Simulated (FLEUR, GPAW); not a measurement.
A GPAW input for a self-consistent single point of Bi2Pd (I4/mmm, 3 atoms in the cell) (DFT PBEsol, plane waves, GPAW PAW datasets PBEsol (made by gpaw-setup)):

```python
from ase import Atoms
from ase.units import GPa
from gpaw import GPAW, PW

atoms = Atoms(['Bi', 'Bi', 'Pd'],
              cell=[[-1.676407, 1.676407, 6.557235],
                    [1.676407, -1.676407, 6.557235],
                    [1.676407, 1.676407, -6.557235]],
              scaled_positions=[[0.632320, 0.632320, 0.000000],
                                [0.367680, 0.367680, 0.000000],
                                [0.000000, 0.000000, 0.000000]],
              pbc=True)

calc = GPAW(mode=PW(550),
            xc='PBEsol',
            kpts=(9, 9, 9),
            occupations={'name': 'methfessel-paxton', 'width': 0.1, 'order': 0},
            nbands=-11,
            symmetry={'symmorphic': False, 'tolerance': 0.0005},
            maxiter=150,
            txt='-')

atoms.calc = calc

energy = atoms.get_potential_energy()
print('Energy (eV):', round(energy, 6))
forces = atoms.get_forces()
print('Forces (eV/Ang):')
print(forces.round(5))
stress = atoms.get_stress()
print('Stress (GPa, Voigt):', (stress / GPa).round(4))
```

Problem. Translate this input to FLEUR.

Solution. One input that does it (others would too):

Input of the input generator:

```
Bi2Pd crystal
&input film=f /
-3.1679501034 3.1679501034 12.3913782848
3.1679501034 -3.1679501034 12.3913782848
3.1679501034 3.1679501034 -12.3913782848
1.0
1.0 1.0 1.0

3
83 0.6323200000 0.6323200000 0.0000000000
83 0.3676800000 0.3676800000 0.0000000000
46 0.0000000000 0.0000000000 0.0000000000

&comp jspins=1 /
&exco xctyp='PBEs' /
&kpt div1=9 div2=9 div3=9 /
&end /
```

```xml
<?xml version="1.0" encoding="UTF-8" standalone="no"?>
<fleurInput fleurInputVersion="0.39">
   <comment>
      Bi2Pd crystal                                                                                       
   </comment>
   <calculationSetup>
      <cutoffs Kmax="3.9" Gmax="13.7" GmaxXC="13.7" numbands="0"/>
      <scfLoop itmax="100" minDistance="0.00001" maxIterBroyd="25" imix="Anderson" alpha="0.05" precondParam="0.0" spinf="2.0"/>
      <coreElectrons ctail="T" frcor="F" kcrel="0" coretail_lmax="0"/>
      <xcFunctional name="PBEs" relativisticCorrections="F"/>
      <magnetism jspins="1"/>
      <soc l_soc="F" theta="0.0" phi="0.0" spav="F"/>
      <expertModes spex="0" secvar="F"/>
      <geometryOptimization l_f="T" forcealpha="1.0" forcemix="BFGS" epsdisp="0.00001" epsforce="0.00001"/>
      <ldaU l_linMix="F" mixParam="0.05" spinf="1.0"/>
   </calculationSetup>
   <cell>
      <bzIntegration valenceElectrons="46.0" mode="gauss" fermiSmearingEnergy="0.00367493">
         <kPointListSelection listName="default-1"/>
         <!-- k-points included here -->
         <xi:include xmlns:xi="http://www.w3.org/2001/XInclude" href="kpts.xml"> </xi:include>
      </bzIntegration>
      <!-- symmetry operations included here -->
      <xi:include xmlns:xi="http://www.w3.org/2001/XInclude" href="sym.xml"> </xi:include>
      <bulkLattice scale="1.0">
         <bravaisMatrix>
            <row-1>   -3.1679501033999999     3.1679501033999999    12.3913782848000000</row-1>
            <row-2>    3.1679501033999999    -3.1679501033999999    12.3913782848000000</row-2>
            <row-3>    3.1679501033999999     3.1679501033999999   -12.3913782848000000</row-3>
         </bravaisMatrix>
      </bulkLattice>
   </cell>
   <atomSpecies>
      <species name="Bismuth (Bi)" element="Bi" atomicNumber="83">
         <mtSphere radius="2.60" gridPoints="895" logIncrement="0.015"/>
         <atomicCutoffs lmax="10" lnonsphr="8"/>
         <electronConfig flipSpins="F">
            <coreConfig>(1s1/2) (2s1/2) (2p1/2) (2p3/2) (3s1/2) (3p1/2) (3p3/2) (4s1/2) (3d3/2) (3d5/2) (4p1/2) (4p3/2) (5s1/2) (4d3/2) (4d5/2) (5p1/2) (5p3/2) (4f5/2) (4f7/2)</coreConfig>
            <valenceConfig>(6s1/2) (5d3/2) (5d5/2) (6p1/2) (6p3/2)</valenceConfig>
            <stateOccupation state="(6p1/2)" spinUp="0.5" spinDown="0.5"/>
            <stateOccupation state="(6p3/2)" spinUp="1.0" spinDown="1.0"/>
         </electronConfig>
         <energyParameters s="6" p="6" d="6" f="5"/>
         <lo type="SCLO" l="2" n="5" eDeriv="0"/>
      </species>
      <species name="Palladium (Pd)" element="Pd" atomicNumber="46">
         <mtSphere radius="2.60" gridPoints="895" logIncrement="0.014"/>
         <atomicCutoffs lmax="10" lnonsphr="8"/>
         <electronConfig flipSpins="F">
            <coreConfig>(1s1/2) (2s1/2) (2p1/2) (2p3/2) (3s1/2) (3p1/2) (3p3/2) (4s1/2) (3d3/2) (3d5/2)</coreConfig>
            <valenceConfig>(4p1/2) (4p3/2) (5s1/2) (4d3/2) (4d5/2)</valenceConfig>
            <stateOccupation state="(5s1/2)" spinUp="0.5" spinDown="0.5"/>
            <stateOccupation state="(4d3/2)" spinUp="1.8" spinDown="1.8"/>
            <stateOccupation state="(4d5/2)" spinUp="2.7" spinDown="2.7"/>
         </electronConfig>
         <energyParameters s="5" p="5" d="4" f="4"/>
         <lo type="SCLO" l="1" n="4" eDeriv="0"/>
      </species>
   </atomSpecies>
   <atomGroups>
      <atomGroup species="Bismuth (Bi)">
         <relPos label="                   1">-.3676800000 -.3676800000 .0000000000</relPos>
         <relPos label="                   2">.3676800000 .3676800000 .0000000000</relPos>
         <force calculate="T" relaxXYZ="TTT"/>
      </atomGroup>
      <atomGroup species="Palladium (Pd)">
         <relPos label="                   3">.0000000000 .0000000000 .0000000000</relPos>
         <force calculate="T" relaxXYZ="TTT"/>
      </atomGroup>
   </atomGroups>
   <output dos="F" band="F" slice="F">
      <checks vchk="F" cdinf="F"/>
      <bandDOS minEnergy="-.5*Htr" maxEnergy="0.5*Htr" sigma="0.015" storeEVData="T"/>
      <vacuumDOS vacdos="F" integ="F" star="F" nstars="0" locx1="0.0" locy1="0.0" locx2="0.0" locy2="0.0" nstm="0" tworkf="0.0"/>
      <unfoldingBand unfoldBand="F" supercellX="1" supercellY="1" supercellZ="1"/>
      <plotting iplot="0" polar="F">
         <plot TwoD="T" vec1="  1.0  0.0  0.0" vec2="  0.0  1.0  0.0" vec3="  0.0  0.0  1.0" zero="  0.0  0.0  0.0" file="plot"/>
      </plotting>
      <chargeDensitySlicing numkpt="0" minEigenval="0.0" maxEigenval="0.0" nnne="0" pallst="F"/>
      <specialOutput eonly="F"/>
      <magneticCircularDichroism mcd="F" energyLo="-10.0" energyUp="0.0"/>
   </output>
  <!-- We include the file relax.xml here to enable relaxations (see documentation) -->
  <xi:include xmlns:xi="http://www.w3.org/2001/XInclude" href="relax.xml"> <xi:fallback/> </xi:include>
</fleurInput>
```

Basis, cutoffs, solver keys and any potentials are the target program's own. This input uses DFT, PBEsol, all-electron FLAPW (FLEUR), scalar-relativistic valence.

The starting cell comes from a database of computed structures (which also holds hypothetical and non-ambient phases and stackings), without a prior relaxation at this level. Its lattice was rescaled by a random factor within 2.5 % of one.
